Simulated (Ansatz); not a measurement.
A calculation on C11b MoSi2 returned lattice constant a 3.217 Å, lattice parameter c 7.873 Å, equilibrium volume per atom 13.58 Å³/atom.

For reference: lattice constant a 3.205 Å (measured, temperature not stated, no zero-point or thermal correction; as tabulated in Pavlosiuk et al. (2022), arXiv:2202.05362); lattice parameter c 7.845 Å (measured, temperature not stated, no zero-point or thermal correction; as tabulated in Pavlosiuk et al. (2022), arXiv:2202.05362).

Q: Which level of theory produced these numbers?
(A) PBE (Ansatz, an electronic-structure program)
(B) PBE-D4 (Ansatz)
(C) HSE06 (Ansatz)
(D) PBEsol-D3(BJ) (Ansatz)

A: A, PBE (Ansatz)

The others give: PBE-D4 3.184 Å, 7.804 Å, 13.19 Å³/atom; PBEsol-D3(BJ) 3.156 Å, 7.755 Å, 12.88 Å³/atom; HSE06 3.191 Å, 7.799 Å, 13.24 Å³/atom.

Unless a cell is named, each level is at its own relaxed cell (HSE06 13.24, PBE 13.58, PBE-D4 13.19, PBEsol-D3(BJ) 12.88 Å³/atom).

Caveats: hybrids on metals are sensitive to the k mesh and can open a false gap (HSE06). Ansatz's density-functional and Hartree–Fock values are scalar-relativistic unless marked +SOC, with PAW data made under PBE.
